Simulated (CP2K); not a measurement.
CP2K run on SrC2 (R-3m, 3 atoms in the cell): self-consistent single point.

Computed with CP2K with PBEsol, GPW, DZVP-MOLOPT-SR-GTH basis, GTH-PBE potentials (GTH_POTENTIALS).

```yaml
crystal:
  lattice:
    - [3.71079, 0.00000, 0.00000]
    - [0.29538, 3.69901, 0.00000]
    - [0.29538, 0.27273, 3.68894]
  atoms:
    - { symbol: Sr, position: [0.00000, 0.00000, 0.00000] }
    - { symbol: C, position: [0.59155, 0.59155, 0.59155] }
    - { symbol: C, position: [0.40845, 0.40845, 0.40845] }
```

Reference input (self-consistent single point, DFT LDA (Pade form), GPW, DZVP-MOLOPT-SR-GTH basis, GTH-PADE potentials (GTH_POTENTIALS)): CUTOFF = 500 Ry; REL_CUTOFF = 60 Ry; KPOINTS/SCHEME = MONKHORST-PACK 9 9 9; XC_FUNCTIONAL = PADE; Sr/BASIS_SET = DZVP-MOLOPT-SR-GTH-q10; Sr/POTENTIAL = GTH-PADE-q10; C/BASIS_SET = DZVP-MOLOPT-SR-GTH-q4; C/POTENTIAL = GTH-PADE-q4; METHOD = GPW; EPS_DEFAULT = 1e-10; NGRIDS = 5; SCF_GUESS = ATOMIC. This run's input differs from it in these lines:

```diff
@@ -39,3 +39,6 @@
     &XC
-      &XC_FUNCTIONAL PADE
+      &XC_FUNCTIONAL
+        &PBE
+          PARAMETRIZATION PBESOL
+        &END PBE
       &END XC_FUNCTIONAL
@@ -71,3 +74,3 @@
       BASIS_SET DZVP-MOLOPT-SR-GTH-q10
-      POTENTIAL GTH-PADE-q10
+      POTENTIAL GTH-PBE-q10
     &END KIND
@@ -75,3 +78,3 @@
       BASIS_SET DZVP-MOLOPT-SR-GTH-q4
-      POTENTIAL GTH-PADE-q4
+      POTENTIAL GTH-PBE-q4
     &END KIND
```

The program printed (abridged):

```
 SCF WAVEFUNCTION OPTIMIZATION

  Step     Update method      Time    Convergence         Total energy    Change
     1 NoMix/Diag. 0.30E+00      -     1.88073972       -41.9555309713 -4.20E+01
     2 Broy./Diag. 0.30E+00      -     0.02570594       -41.5296019914  4.26E-01
     3 Broy./Diag. 0.30E+00      -     0.04343349       -41.8532484223 -3.24E-01
     4 Broy./Diag. 0.30E+00      -     0.00698974       -42.0165167826 -1.63E-01
     5 Broy./Diag. 0.30E+00      -     0.00304384       -41.9643994142  5.21E-02
     6 Broy./Diag. 0.30E+00      -     0.00084520       -41.9790505561 -1.47E-02
   [... 3 lines left out ...]
    10 Broy./Diag. 0.30E+00      -     0.00003564       -41.9817718499 -7.06E-06
    11 Broy./Diag. 0.30E+00      -     0.00000244       -41.9817089177  6.29E-05
    12 Broy./Diag. 0.30E+00      -     0.00000189       -41.9817051622  3.76E-06
    13 Broy./Diag. 0.30E+00      -     0.00000004       -41.9817033172  1.85E-06
  *** SCF run converged in    13 steps ***

  Overlap energy of the core charge distribution:               0.00000378535608
  Self energy of the core charge distribution:                -85.43976413975506
  Core Hamiltonian energy:                                     20.91721699256818
  Hartree energy:                                              30.23342590292408
  Exchange-correlation energy:                                 -7.69258585831900

  Total energy:                                               -41.98170331722572

                     Mulliken Population Analysis

 #  Atom  Element  Kind  Atomic population                           Net charge
       1     Sr       1          9.524198                              0.475802
       2     C        2          4.237901                             -0.237901
   [... lines left out ...]

 STRESS| Analytical stress tensor [bar]
 STRESS|                        x                   y                   z
 STRESS|      x       -2.80448667367E+04   2.34529144141E+03   2.17835988215E+03
 STRESS|      y        2.34529144141E+03  -2.84195679165E+04   2.01131508231E+03
 STRESS|      z        2.17835988215E+03   2.01131508231E+03  -2.87169991816E+04
 STRESS| 1/3 Trace                                            -2.83938112782E+04
```

The run converged in 13 iterations. Against the reference run the pressure goes from -6.33 to -2.84 GPa, the largest force goes from 0.350 to 0.490 eV/Å and the gap on the mesh goes from 1.243 to 1.297 eV.

The starting cell comes from a database of computed structures (which also holds hypothetical and non-ambient phases and stackings), without a prior relaxation at this level. Values carry the incompleteness of an atom-centred basis. The potentials were made for another functional than the one used.
